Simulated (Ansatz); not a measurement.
MnGa (P-6m2, No. 187, 2 atoms in the cell; start mp-1221639) was calculated with LDA in Ansatz (plane waves, PAW).

Run with plane-wave cutoff 520 eV, 24×24×14 k mesh (along the axes of the cell as run), Fermi–Dirac smearing 0.05 eV, spin-polarised start, scalar-relativistic PAW data made under PBE.

Cell (relaxed at this level):

```cif
data_GaMn
_chemical_formula_sum 'Mn1 Ga1'
_space_group_name_H-M_alt 'P 1'
_space_group_IT_number 1
_cell_length_a 2.65944
_cell_length_b 2.65944
_cell_length_c 3.95638
_cell_angle_alpha 90.000
_cell_angle_beta 90.000
_cell_angle_gamma 120.000
loop_
_space_group_symop_operation_xyz
  'x, y, z'
loop_
_atom_site_label
_atom_site_type_symbol
_atom_site_fract_x
_atom_site_fract_y
_atom_site_fract_z
_atom_site_occupancy
Mn1 Mn 0.00000 0.00000 0.00000 1
Ga1 Ga 0.33333 0.66667 0.50000 1
```

Problem. Predict the bulk modulus B0.

Solution. 
* **bulk modulus B0**: 180 GPa

The run finds no gap.

Note: the magnetic order was assumed, not searched for or taken from measurement; the bulk modulus is −V dP/dV from two relaxed cells at ±2 % in volume; the relaxation could not lower the start's symmetry, so the cell can be a saddle point above a distorted one.

The result took around 6 core-minutes (rough).

A start named mp-… is a Materials Project structure, which need not be a measured phase.

Ansatz is an electronic-structure program.
